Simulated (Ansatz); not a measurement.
The structure below was relaxed with PBE (Ansatz, an electronic-structure program, PAW, no spin-orbit coupling).

```yaml
crystal:
  lattice:
    - [3.31940, 0.00000, 0.00000]
    - [-1.65970, 2.87468, 0.00000]
    - [0.00000, 0.00000, 5.16633]
  atoms:
    - { symbol: Sc, position: [0.33333, 0.66667, 0.75000] }
    - { symbol: Sc, position: [0.66667, 0.33333, 0.25000] }
```

### Question
Find the space group and the Wyckoff positions.

### Answer
Space group P6₃/mmc (No. 194); a = b = 3.319 Å, c = 5.166 Å, α = β = 90.00°, γ = 120.00°

```tsv
atom	site	symmetry	x	y	z
Sc	2d	-6m2	0.6667	0.3333	0.2500
```

No phonon test of stability was made. The final runs are not spin-polarised. The cell was made from Y by this change: Y → Sc.
